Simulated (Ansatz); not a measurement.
Take HgTe in the zinc blende structure (space group F-43m, No. 216) as the base.

```xyz
2
Lattice="0.0000 3.2866 3.2866 3.2866 0.0000 3.2866 3.2866 3.2866 0.0000" Properties=species:S:1:pos:R:3 pbc="T T T"
Te     1.6433     1.6433     1.6433
Hg     0.0000     0.0000     0.0000
```

Cartesian axes are those of the cell as printed.

Method: plane-wave PAW DFT at the r2SCAN level (Ansatz, an electronic-structure program, 500 eV), scalar-relativistic without spin-orbit coupling.

Base values:

The pressure comes out as 0.0 GPa and the shortest interatomic distance comes out as 2.846 Å.

Now apply this change: biaxial strain +1.80 %, plane normal [001], relaxed out of plane (Cartesian); in-plane vectors clamped, the third vector and the atoms free.

### Question
How does this affect the pressure?

### Answer
The pressure (mean of the normal stresses, compression positive) goes from zero to -0.4 GPa.

### Question
How does this affect the shortest interatomic distance?

### Answer
The shortest interatomic distance rises by 0.011 Å (2.846 Å → 2.857 Å).

### Question
What does the calculation give for the energy relative to the base after the change?

### Answer
The energy rises by 2.5 meV/atom.

Whether these cells are dynamically stable was not tested. The final runs are not spin-polarised.
